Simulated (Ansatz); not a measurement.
**KTaO3 under a change: O → Cl**

Base system: KTaO$_{3}$ in the cubic perovskite structure (space group Pm-3m, No. 221; a = 3.990 Å).

Now apply this change: every O is replaced by Cl, then cell and atoms are relaxed.

Calculations: r2SCAN in Ansatz (plane waves to 500 eV, PAW, no spin-orbit coupling). Γ-centred 10×10×10 mesh, Fermi–Dirac width 0.05 eV, for the changed cell.

The density falls by 2.47 g/cm³, from 7.01 g/cm³ to 4.54 g/cm³ and the lattice parameter a goes up by 0.934 Å to 4.924 Å. The shortest interatomic distance increases by 0.467 Å to 2.462 Å and the band gap changes from 2.63 eV to zero.

Cost of the whole job for the changed cell (relaxation, final SCF and bands): very roughly 110 core-seconds.

With Ta present, leaving out spin-orbit coupling can change the band edges. Stability against distortions was not tested. As relaxed here, KTaCl3 is a hypothetical phase, not in the database extracts checked. No Hubbard U is applied, and correlation can decide whether such a compound is a metal. All final runs are without spin polarisation. An odd electron count without spin: KTaCl3. KTaCl3 has a high density of states at the Fermi level and may be magnetic at this level.

Ansatz is a quantum-chemistry and plane-wave program.
